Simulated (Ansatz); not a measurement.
```
KTaO3
1.0
    3.98530     0.01315     0.00000
    0.01315     3.98530     0.00000
    0.00000     0.00000     3.98530
K Ta O
1 1 3
Cartesian
  0.00000   0.00000   0.00000
  1.99922   1.99922   1.99265
  1.99265   0.00658   1.99265
  0.00658   1.99265   1.99265
  1.99922   1.99922   0.00000
```

No spin polarisation.

Computed with PBEsol (Ansatz, an electronic-structure program, PAW, no spin-orbit coupling). Settings: 8×8×8 k-points, 0.05 eV Fermi–Dirac smearing.

**Question.** What pressure (mean of the normal stresses, compression positive) does the calculation give?

**Answer.** 0.00 GPa.

**Question.** Estimate the band gap.

**Answer.** 2.12 eV.

**Question.** What gap character does the calculation give?

**Answer.** Indirect, T → Γ.

**Question.** Estimate the smallest direct gap.

**Answer.** 2.72 eV.

With Ta present, leaving out spin-orbit coupling can change the band edges. The cells carry an imposed strain or load. Whether these cells are dynamically stable was not tested. The cell was made from KTaO₃ in the cubic perovskite structure (space group Pm-3m, No. 221) by this change: tensor shear ε_xy = +0.33 %.
